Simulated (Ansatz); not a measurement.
Ansatz (a first-principles code) run on SnPt (P1, 4 atoms in the cell): self-consistent single point.

Method: LDA (PW92), PAW files made with PBE (plane waves; Ansatz).

The change in words: lattice scaled by 0.98. Reference geometry:
```
SnPt
1.0
    4.14407     0.00000     0.00000
   -2.07204     3.58887     0.00000
    0.00000     0.00000     5.47558
Sn Pt
2 2
Cartesian
  2.04303   1.17629   4.07460
 -0.02728   2.43620   1.37612
  0.00713  -0.04605   2.72191
  0.04914   0.02243   0.04074
```

Reference input (self-consistent single point, DFT, LDA (PW92), plane waves, PAW files made with PBE): kpoints.mp_grid.grid = 5 5 4; hamiltonian.xc = lda; hamiltonian.pseudopotentials = {kind: paw} (the program's default PAW files); scf.occupations.method = fermi_dirac; scf.occupations.width = 0.1 eV. This run's input differs from it in these lines:

Ansatz 0.2 input:
```diff
@@ -3,10 +3,10 @@
   lattice:
-    - [4.14407000, 0.00000000, 0.00000000]
-    - [-2.07203500, 3.58887000, 0.00000000]
-    - [0.00000000, 0.00000000, 5.47558000]
+    - [4.06118900, 0.00000000, 0.00000000]
+    - [-2.03059400, 3.51709300, 0.00000000]
+    - [0.00000000, 0.00000000, 5.36606800]
   atoms:
-    - { symbol: Sn, position_ang: [2.04303273, 1.17629162, 4.07460358] }
-    - { symbol: Sn, position_ang: [-0.02727627, 2.43620391, 1.37611729] }
-    - { symbol: Pt, position_ang: [0.00713194, -0.04605238, 2.72190534] }
-    - { symbol: Pt, position_ang: [0.04914453, 0.02243044, 0.04073832] }
+    - { symbol: Sn, position_ang: [2.00217243, 1.15276592, 3.99311121] }
+    - { symbol: Sn, position_ang: [-0.02673041, 2.38748010, 1.34859484] }
+    - { symbol: Pt, position_ang: [0.00698930, -0.04513134, 2.66746704] }
+    - { symbol: Pt, position_ang: [0.04816164, 0.02198183, 0.03992355] }
 kpoints:
```

Output, abridged:

```
SCF iter   1: F=—  HF=-36255.910416 eV  |F-HF|=—  |Δ(HF+E_count)|=         —  Δρ=9.14e-2  dr2=7.98e0  ethr=3.10e-3  ⟨swp⟩=6.9  Hψ=8055  notcnv=0  defer=9
all-band conjugate gradients solve this SCF's bands
preconditioner: auto → Kerker (q_TF=auto, 2.648 Å⁻¹)
SCF iter   2: F=—  HF=-36254.474525 eV  |F-HF|=—  |Δ(HF+E_count)|=    1.44e0  Δρ=4.35e-2  dr2=1.85e0  ethr=3.10e-3  ⟨swp⟩=2.0  Hψ=3237  notcnv=0  defer=45
   [... lines left out ...]
SCF iter   6: F=—  HF=-36254.070870 eV  |F-HF|=—  |Δ(HF+E_count)|=   4.90e-5  Δρ=9.79e-5  dr2=7.93e-6  ethr=2.19e-7  ⟨swp⟩=2.0  Hψ=3120  notcnv=0  defer=45
SCF iter   7: F=—  HF=-36254.070876 eV  |F-HF|=—  |Δ(HF+E_count)|=   6.28e-6  Δρ=3.34e-5  dr2=1.32e-6  ethr=1.24e-8  ⟨swp⟩=2.0  Hψ=2601  notcnv=0  defer=45
SCF iter   8: F=—  HF=-36254.070876 eV  |F-HF|=—  |Δ(HF+E_count)|=   2.13e-7  Δρ=1.00e-5  dr2=1.44e-7  ethr=2.06e-9  ⟨swp⟩=2.2  Hψ=3088  notcnv=0  defer=45
SCF iter   9: F=-36254.070876 eV  HF=-36254.070876 eV  |F-HF|=2.98e-10  |Δ(HF+E_count)|=   2.25e-8  Δρ=2.51e-6  dr2=4.15e-9  ethr=1.56e-10  ⟨swp⟩=9.3  Hψ=7751  notcnv=0
SCF 1 converged in 9 iterations: F = -36254.070876 eV  dr2 = 4.15e-9
Free energy (F): -36254.070876 eV
Internal energy: -36254.026640 eV  (E = F + TS)
E sigma→0 (E₀):  -36254.048758 eV
Entropy (-TS):   -0.044236 eV (-11.059 meV/atom)
Fermi energy:    16.928033 eV
--- Forces (eV/Å), atoms counted from 1 ---
  atom   1  Sn     0.44419963     0.11683941     0.28184633
  atom   2  Sn     0.56655167    -0.55335271    -0.10701538
  atom   3  Pt    -0.41249790     0.36008979     0.76884553
  atom   4  Pt    -0.59825013     0.07642210    -0.94367516
--- Stress (GPa, compression-positive) ---
        5.917979      -0.233521      -0.010085
       -0.233521       3.172334      -0.187191
       -0.010085      -0.187191       5.035358
  P = ⅓ Tr σ = 4.7086 GPa (47.086 kbar)
  The stress holds the Pulay correction. Without it, at fixed plane waves, as pw.x and ABINIT print it: P = 4.6789 GPa
```

The run converged in 9 iterations. Against the reference run the free energy goes down by 2.1 meV/atom, the pressure goes from -4.69 to 4.71 GPa and the largest force goes from 0.838 to 1.120 eV/Å.

The starting cell comes from a database of computed structures (which also holds hypothetical and non-ambient phases and stackings), without a prior relaxation at this level. Its atoms were displaced at random from the sites of space group no. 194. For this run, on top of that: lattice scaled by 0.98. Spin polarisation is off. With a pressure of about 5 GPa the cell is away from its equilibrium volume at this level. Forces in this geometry exceed 1 eV/Å. Ansatz's pressure includes its estimate of the finite-basis (Pulay) stress.
